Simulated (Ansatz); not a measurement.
Candidates (primitive cells; geometry: cell and atoms relaxed with PBE):
A. monolayer SnO, a = b = 3.849 Å, c = 18.225 Å, α = β = γ = 90.00°
B. monolayer As, a = b = 3.605 Å, c = 17.273 Å, α = β = 90.00°, γ = 120.00°
C. monolayer ZrS2, a = 3.686 Å, b = 3.686 Å, c = 18.947 Å, α = 90.00°, β = 90.00°, γ = 120.00°
D. monolayer PtSe2, a = b = 3.7480 Å, c = 18.9820 Å, α = β = 90.00°, γ = 120.00°
E. monolayer PtS2, a = b = 3.5753 Å, c = 18.7926 Å, α = β = 90.00°, γ = 120.00°

Put the candidates in order of electron conductivity mass, highest first, for PBE, rigid bands (Ansatz, a quantum-chemistry and plane-wave program).

A (0.93 mₑ), C (0.53 mₑ), E (0.42 mₑ), D (0.33 mₑ), B (0.23 mₑ)

Masses are for dilute carriers at 300 K, harmonic means over directions unless an axis is named. Spin-orbit coupling is left out.

Model free-standing layer, not matched to a measured one here: monolayer PtS2, monolayer PtSe2, monolayer ZrS2. The missing spin-orbit coupling matters most for monolayer PtS2, monolayer PtSe2.
